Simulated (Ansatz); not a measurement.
The (10-10) face of hcp Tl can be cut between different planes. Symmetric, stoichiometric slabs relaxed in the 1x1 cell (20.3 Å²): top plane Tl, 1.03 Å over the next in the ideal cut; top plane Tl, 2.07 Å over the next in the ideal cut.

The numbers are results of PBE (plane waves to 420 eV, PAW; Ansatz, a program for electronic structure), not measurements.

### Question
Put the candidates in order of surface energy, lowest first, for PBE.

### Answer
the cut with an outer spacing of 1.03 Å (0.25 J/m²), the cut with an outer spacing of 2.07 Å (0.38 J/m²)
